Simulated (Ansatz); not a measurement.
The starting structures come from a database of crystals and need not be the phases stable at ambient conditions.

By PBEsol, the system below comes out a metal.

Consider the following.

```yaml
crystal:
  lattice:
    - [6.81488, 0.00000, 0.00000]
    - [0.00000, 7.07717, 0.00000]
    - [0.00000, 0.00000, 6.81488]
  atoms:
    - { symbol: In, position: [0.00000, 0.00000, 0.50000] }
    - { symbol: In, position: [0.00000, 0.50000, 0.50000] }
    - { symbol: In, position: [0.50000, 0.50000, 0.00000] }
    - { symbol: In, position: [0.50000, 0.00000, 0.00000] }
    - { symbol: In, position: [0.34603, 0.74255, 0.65397] }
    - { symbol: In, position: [0.65397, 0.25745, 0.34603] }
    - { symbol: In, position: [0.84603, 0.24255, 0.84603] }
    - { symbol: In, position: [0.15397, 0.75745, 0.15397] }
    - { symbol: In, position: [0.65397, 0.74255, 0.34603] }
    - { symbol: In, position: [0.34603, 0.25745, 0.65397] }
    - { symbol: In, position: [0.15397, 0.24255, 0.15397] }
    - { symbol: In, position: [0.84603, 0.75745, 0.84603] }
    - { symbol: Co, position: [0.15255, 0.00000, 0.84745] }
    - { symbol: Co, position: [0.84745, 0.00000, 0.15255] }
    - { symbol: Co, position: [0.65255, 0.50000, 0.65255] }
    - { symbol: Co, position: [0.34745, 0.50000, 0.34745] }
```

Space group of this cell: P4_2/mnm. The cell is taken as given; by PBEsol its mean pressure is -1.9 GPa.

The current flows along the normal of the first two printed cell vectors, the (100) plane of the conventional cell. No spin-orbit coupling; the value is a mean over 0.1 eV about the Fermi level.

Q: State the ballistic conductance per area according to PBEsol run with Ansatz (an electronic-structure program).

A: 0.18 × 10¹⁵ S/m² for both spins.
